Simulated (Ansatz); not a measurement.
Worked example: relaxation of the atoms of CsLaS2 (R3m, 4 atoms in the cell) in Ansatz (an electronic-structure program).

Method of the run: LDA (PW92), default PAW files made with PBE (plane waves; Ansatz).

The change in words: one atom moved by 0.15 angstrom; relax: default → atoms; relax.f_tol: default → 0.001 eV/Å. Reference geometry:
```
CsLaS2
1.0
    2.15515     1.24428     8.06014
   -2.15515     1.24428     8.06014
    0.00000    -2.48855     8.06014
Cs La S
1 1 2
Direct
  0.00000   0.00000   0.00000
  0.50000   0.50000   0.50000
  0.22909   0.22909   0.22909
  0.77091   0.77091   0.77091
```

Reference input (self-consistent single point, DFT, LDA (PW92), plane waves, default PAW files made with PBE): basis.ecutwfc = 420 eV; kpoints.mp_grid.grid = 7 7 7; hamiltonian.xc = lda; hamiltonian.pseudopotentials = {kind: paw} (the program's default PAW files); scf.occupations.method = fixed. This run's input differs from it in these lines:

```diff
@@ -6,3 +6,3 @@
   atoms:
-    - { symbol: Cs, position: [0.000000, 0.000000, 0.000000] }
+    - { symbol: Cs, position: [0.006203, 0.006203, 0.006203] }
     - { symbol: La, position: [0.500000, 0.500000, 0.500000] }
@@ -19,2 +19,4 @@
   occupations: { method: fixed }
+relax:
+  f_tol: 0.001
 output:
```

The program printed (abridged):

```
   [... SCF lines of the steps left out ...]
relax step   1: F+E_penalty+E_count = -13327.70498848 eV  Δ(F+E_penalty+E_count) = +0.000e0 eV  max|allowed force component| = 3.549e-1 eV/Å  Δτ_max = 0.0000 Å  (7 SCF iters, dr2 threshold 1.00e-7 eV, accepted)
relax step   2: F+E_penalty+E_count = -13327.71054297 eV  Δ(F+E_penalty+E_count) = -5.554e-3 eV  max|allowed force component| = 5.657e-1 eV/Å  Δτ_max = 0.0900 Å  (5 SCF iters, dr2 threshold 7.87e-6 eV, accepted)
   [... lines left out ...]
relax step   7: F+E_penalty+E_count = -13327.73221004 eV  Δ(F+E_penalty+E_count) = +1.457e-5 eV  max|allowed force component| = 1.217e-2 eV/Å  Δτ_max = 0.0026 Å  (5 SCF iters, dr2 threshold 1.32e-9 eV, rejected (line search))
relax step   8: F+E_penalty+E_count = -13327.73223063 eV  Δ(F+E_penalty+E_count) = -6.031e-6 eV  max|allowed force component| = 1.822e-3 eV/Å  Δτ_max = 0.0013 Å  (5 SCF iters, accepted)
relax step   9: F+E_penalty+E_count = -13327.73223166 eV  Δ(F+E_penalty+E_count) = -1.024e-6 eV  max|allowed force component| = 2.593e-6 eV/Å  Δτ_max = 0.0008 Å  (4 SCF iters, accepted)
the relaxation is at rest under the 6 symmetry operations that the run kept from its start: a minimum is not shown …
Stability not checked: this state was not tested for a lower state beside it, because too few of the mixer's solves of this state at the end of the SCF gave a …
Free energy (F): -13327.732232 eV
Internal energy: -13327.732232 eV  (E = F + TS)
E sigma→0 (E₀):  -13327.732232 eV
Fermi energy:    5.371358 eV
--- Forces (eV/Å), atoms counted from 1 ---
  atom   1  Cs     0.00000000    -0.00000000     0.00000304
  atom   2  La     0.00000000     0.00000000    -0.00000009
   [... lines left out ...]
  atoms:
    - { symbol: Cs, position: [0.0015505943988674766, 0.0015505943988674766, 0.001550594398867477] }
    - { symbol: La, position: [0.5015507465225008, 0.5015507465225008, 0.5015507465225009] }
    - { symbol: S, position: [0.22992430172834052, 0.22992430172834052, 0.22992430172834055] }
    - { symbol: S, position: [0.773177357350291, 0.773177357350291, 0.7731773573502911] }
```

The run converged. 

Summary of the result:
- Free energy E − TS (on the zero of these files) = -13327.7322 eV
- Top of the valence band (on the code's own zero) = 5.37 eV
- Gap on the k-point mesh = 2.35 eV
- Pressure = -2.31 GPa
- Relaxation steps = 9

The starting cell comes from a database of computed structures (which also holds hypothetical and non-ambient phases and stackings), without a prior relaxation at this level. Its lattice was rescaled by up to half a per cent. For this run, on top of that: one atom moved by 0.15 angstrom. The relaxation keeps the symmetry of its start, so its end need not be a minimum. Ansatz's pressure includes its estimate of the finite-basis (Pulay) stress.

Cost on one core of a shared machine: roughly 2 min.

Keys are those of Ansatz 0.2.
